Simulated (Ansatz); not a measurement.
We consider InSe (P-6m2, No. 187; cell taken from a computed entry), described by LDA (Ansatz, a first-principles code, plane waves, PAW).

Numerical settings: plane-wave cutoff 520 eV, 12×12×2 k mesh (along the axes of the cell as run), Fermi–Dirac smearing 0.01 eV, scalar-relativistic PAW data made under PBE.

Cell (relaxed at this level):

```cif
data_In4Se4
_chemical_formula_sum 'In4 Se4'
_space_group_name_H-M_alt 'P-6m2'
_space_group_IT_number 187
_space_group_name_Hall 'P -6 2'
_cell_length_a 3.97201
_cell_length_b 3.97201
_cell_length_c 16.27019
_cell_angle_alpha 90.000
_cell_angle_beta 90.000
_cell_angle_gamma 120.000
loop_
_atom_site_label
_atom_site_type_symbol
_atom_site_symmetry_multiplicity
_atom_site_Wyckoff_symbol
_atom_site_fract_x
_atom_site_fract_y
_atom_site_fract_z
_atom_site_occupancy
In1 In 2 g 0.00000 0.00000 0.41574 1
In2 In 2 h 0.33333 0.66667 0.08426 1
Se1 Se 2 i 0.66667 0.33333 0.16222 1
Se2 Se 2 h 0.33333 0.66667 0.33786 1
```

What does this level give for the band gap and bulk modulus?


- band gap: 0.19 eV (on the SCF k mesh)
- bulk modulus: 28.5 GPa

Note: the relaxation could not lower the start's symmetry, so the cell can be a saddle point above a distorted one; the bulk modulus is −V dP/dV from two relaxed cells at ±2 % in volume.

Spin–orbit coupling is not included.

Static lattice: no zero-point or thermal effects.

It cost about 10 core-minutes (a rough figure) of CPU time.
